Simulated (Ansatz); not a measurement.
BGeCN (model structure, started from the AlSiCN type, P3m1, No. 156, 4 atoms in the cell) was calculated with PBE (Ansatz, an electronic-structure program, PAW).

Run with plane-wave cutoff 520 eV, 12×12×8 k mesh (along the axes of the cell as run), Fermi–Dirac smearing 0.01 eV, scalar-relativistic PAW data made under PBE.

Cell (relaxed with PBE-D3(BJ)):

```cif
data_CBGeN
_chemical_formula_sum 'B1 Ge1 C1 N1'
_space_group_name_H-M_alt 'P 1'
_space_group_IT_number 1
_cell_length_a 2.95645
_cell_length_b 2.95645
_cell_length_c 4.79446
_cell_angle_alpha 90.000
_cell_angle_beta 90.000
_cell_angle_gamma 120.000
loop_
_space_group_symop_operation_xyz
  'x, y, z'
loop_
_atom_site_label
_atom_site_type_symbol
_atom_site_fract_x
_atom_site_fract_y
_atom_site_fract_z
_atom_site_occupancy
B1 B 0.33333 0.66667 0.48819 1
Ge1 Ge 0.66667 0.33333 0.00296 1
C1 C 0.33333 0.66667 0.15730 1
N1 N 0.66667 0.33333 0.60155 1
```

**Question.** Predict the band gap and smallest direct gap on the k points sampled.

**Answer.** 
- band gap = 2.09 eV (indirect)
- smallest direct gap on the k points sampled = 2.33 eV

Note: the relaxation could raise the start's symmetry but not lower it, so the cell can be a saddle point; cell and atoms aren't relaxed at this level (pressure 4.2 GPa).

Spin–orbit coupling is not included.

Computing time: very roughly 7 core-seconds.

A model structure was made by putting elements into a prototype or built by hand; it is no filed structure, need not be a known phase, and can be a saddle point held by its symmetry.
